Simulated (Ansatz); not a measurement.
Take PdGe in the rock salt structure (space group Fm-3m, No. 225; a = 5.128 Å; a hypothetical phase, not in the database extracts checked) as the base. Axes: x, y, z lie along the cube axes.

Level of theory: PBEsol (Ansatz, an electronic-structure program, PAW, no SOC).

Modification: an isotropic linear strain of −1.37 %; the atoms relax in the strained cell.

Predict the stress tensor and what it implies for the stiffness.

Stress of the strained cell less that of the base (GPa, compression positive):
```
    5.8     0.0     0.0
    0.0     5.8     0.0
    0.0     0.0     5.8
```

Then B = −ΔP/(ΔV/V₀) with ΔV/V₀ = -0.0405 gives secant stiffness values (nonlinear terms included at this strain): B ≈ 143 GPa.

As a check, the harmonic strain energy −½ V₀ Δσ:ε is 13 meV/atom; the computed energy rise is 12 meV/atom.

No phonon test of stability was made. All final runs are without spin polarisation.
